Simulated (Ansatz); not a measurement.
The starting structures come from a database of crystals and need not be the phases stable at ambient conditions.

Tunnelling through a barrier is set by its complex band structure: the current falls as exp(−2κd) with the smallest κ.

```
CELL_PARAMETERS angstrom
      7.36994     0.00000     0.00000
      0.00000     7.36994     0.00000
      3.68497    -3.68497     5.52947
ATOMIC_POSITIONS crystal
  K  0.82058 0.67942 0.00000
  K  0.17942 0.32058 0.00000
  K  0.32058 0.82058 0.00000
  K  0.67942 0.17942 0.00000
  K  0.75000 0.25000 0.50000
  K  0.25000 0.75000 0.50000
  Zn 0.75000 0.75000 0.50000
  Zn 0.25000 0.25000 0.50000
  H  0.53389 0.96611 0.67746
  H  0.46611 0.03389 0.32254
  H  0.03389 0.21135 0.67746
  H  0.96611 0.78865 0.32254
  H  0.78865 0.71135 0.67746
  H  0.21135 0.28865 0.32254
  H  0.28865 0.46611 0.67746
  H  0.71135 0.53389 0.32254
  H  0.50000 0.50000 0.00000
  H  0.00000 0.00000 0.00000
```

Space group of this cell: I4/mcm. The cell was relaxed by PBE-D3(BJ).

Transport runs along the normal of the first two printed cell vectors, the (001) plane of the conventional cell.

The gap is the functional's own, uncorrected, and κ follows it; spin-orbit coupling is left out. Mid-gap values are interpolated between the computed energies.

**Question.** State the band gap and the smallest decay constant κ at mid-gap according to r2SCAN (Ansatz, a program for electronic structure).

**Answer.** Gap 4.17 eV on a 6×6×6 mesh; κ = 0.403 1/Å, at the zone centre.
